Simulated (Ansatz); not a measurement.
## Pressure series in AlN

The reference is AlN in the zinc blende structure (space group F-43m, No. 216).

```xyz
2
Lattice="0.0000 2.2016 2.2016 2.2016 0.0000 2.2016 2.2016 2.2016 0.0000" Properties=species:S:1:pos:R:3 pbc="T T T"
N      3.3024     3.3024     3.3024
Al     0.0000     0.0000     0.0000
```

Cell and atoms are relaxed at each pressure.

Computed with Ansatz (a first-principles code) PBE, spin-orbit coupling left out.

```json
[
 {"pressure (GPa)": "-1", "volume per atom (Å³/atom)": "10.727"},
 {"pressure (GPa)": "0", "volume per atom (Å³/atom)": "10.671"},
 {"pressure (GPa)": "0.3", "volume per atom (Å³/atom)": "10.655"},
 {"pressure (GPa)": "0.7", "volume per atom (Å³/atom)": "?"},
 {"pressure (GPa)": "1.5", "volume per atom (Å³/atom)": "10.591"},
 {"pressure (GPa)": "3", "volume per atom (Å³/atom)": "10.511"},
 {"pressure (GPa)": "5", "volume per atom (Å³/atom)": "10.411"},
 {"pressure (GPa)": "7.5", "volume per atom (Å³/atom)": "10.291"},
 {"pressure (GPa)": "10", "volume per atom (Å³/atom)": "10.178"}
]
```

### Question
Fit the third-order Birch–Murnaghan form P(V) = (3B₀/2)[(V₀/V)^(7/3) − (V₀/V)^(5/3)]·[1 + (3/4)(B₀′ − 4)((V₀/V)^(2/3) − 1)] (squares taken in P) to the rows shown and predict the withheld row.

### Answer
Least squares on the printed values gives V₀ = 10.671 Å³/atom, B₀ = 193 GPa, B₀′ = 3.8; this predicts 10.633 Å³/atom, and the run gives 10.633 Å³/atom, in agreement.

Load acts through the strain it causes; cell and atoms are relaxed under it. Whether these cells are dynamically stable was not tested. Tetrahedral semiconductors of this kind turn to denser phases somewhere between about 1 and 50 GPa; those were not computed, so compressed cells here can lie past the real transition. This is not the structure that AlN has at room temperature and ambient pressure.
